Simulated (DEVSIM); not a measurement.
Structure: Cr/SiO2/p-Si capacitor, at 250 K.

Layer 1 from the left is SiO2, thickness (nm) 16.0. Layer 2 from the left is Si, thickness (nm) 850, Na (cm⁻³) 4.6e17.

Metal gate on the left, work function 4.5 eV. Fixed charge at the semiconductor interface 0 cm⁻² (in units of +e); interface traps 1.2e10 cm⁻² eV⁻¹, uniform in energy, neutral level at 0.5 of the gap above the valence band.

The device is made up for the run: typed textbook-type constants, with dimensions and the other settings drawn at random. Values at 300 K; Nc and Nv go as T^1.5, mobilities as T to minus their exponent, the gap by Varshni's rule with the affinity fixed.

SiO2: gap (eV) 9, affinity (eV) 0.9, permittivity 3.9. Si: gap (eV) 1.124, affinity (eV) 4.05, permittivity 11.7, Nc (cm⁻³) 2.86e19, Nv (cm⁻³) 3.1e19, Varshni α (eV/K) 0.000473, Varshni β (K) 636.

Simulated with DEVSIM: 1D Poisson equation in equilibrium, Boltzmann statistics, complete ionisation; no quantum confinement or tunnelling. Metal contacts follow the ideal Schottky-Mott rule: no Fermi-level pinning, no interface dipoles.

### Question
What does the simulation give for the minimum of the low-frequency capacitance, the flat-band voltage?

### Answer
minimum of the low-frequency capacitance 0.109 μF/cm²; flat-band voltage -0.61 V.
